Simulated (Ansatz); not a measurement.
Start from Tl$_{2}$S in the anti-fluorite structure (space group Fm-3m, No. 225; a hypothetical phase, not in the database extracts checked).

```xyz
3
Lattice="0.0000 3.5751 3.5751 3.5751 0.0000 3.5751 3.5751 3.5751 0.0000" Properties=species:S:1:pos:R:3 pbc="T T T"
S      0.0000     0.0000     0.0000
Tl     1.7876     1.7876     1.7876
Tl     5.3627     5.3627     5.3627
```

Cartesian axes are those of the cell as printed.

Calculations: PBEsol (Ansatz, a first-principles code, PAW, no spin-orbit coupling).

Modification: uniaxial strain ε_xx = −1.15 %, all other strain components held at zero; the atoms relax in the strained cell.

Task: Predict the stress tensor and what it implies for the stiffness.

Result: Stress of the strained cell less that of the base (GPa, compression positive):
```
   0.43    0.00    0.00
   0.00    0.30    0.00
   0.00    0.00    0.30
```

Then −Δσ_ii/ε with ε = -0.0115 gives relaxed-ion elastic constants: C11 ≈ 38 GPa, C12 ≈ 26 GPa and C13 ≈ 26 GPa.

No phonon test of stability was made.
